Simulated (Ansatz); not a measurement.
# Fluorite CoSi2

These are r²SCAN in Ansatz (PAW) values and carry that method's errors.

Numerical settings: plane-wave cutoff 500 eV, 18×18×1 k mesh (along the axes of the cell as run), Fermi–Dirac smearing 0.05 eV, scalar-relativistic PAW data made under PBE.

Cell: relaxed at this level.

| Item | Value |
|---|---|
| surface energy of the (111) face | 1.71 J/m² |
| work function of the (111) face | 5.24 eV |

The slab of 18 atoms is relaxed and unreconstructed.

The computed numbers hold no vibrational or temperature effects.

Cost on a shared machine: roughly 13 core-minutes.

Ansatz is an electronic-structure program.
